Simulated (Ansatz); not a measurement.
A free linear chain of Ag atoms, relaxed period 5.303 Å, atoms relaxed at each strain.

```json
[
 {"strain": "-0.015", "energy (meV a period)": "+7.7", "axial force (nN)": "-0.31"},
 {"strain": "+0.015", "energy (meV a period)": "+5.9", "axial force (nN)": "+0.24"}
]
```

Level of theory: PBE (plane waves to 420 eV, PAW; Ansatz, a first-principles code). Mesh 1×1×58. No spin polarisation, so a magnetic state wasn't tested. Isolated but for its images some 11 Å away. A hypothetical model. Symmetry and one short period hold its shape; lower forms weren't sought. Pairing along the axis, which can open a gap, is among the distortions not tried. Values not marked SOC lack spin–orbit coupling. Buckling under compression is shut out by symmetry and the short period. Energies are free energies at a Fermi–Dirac width of 0.02 eV, from the unstrained cell.

Task: Work out the axial stiffness dF/dε in two ways.

Result: From the forces: (+0.24 − (-0.31))/0.030 = 18.3 nN. From the energies: (E₊ + E₋)/(ε² c) = 0.0136 eV/(0.015² × 5.303 Å) = 11.40 eV/Å = 18.3 nN. The two agree to within 1 %.
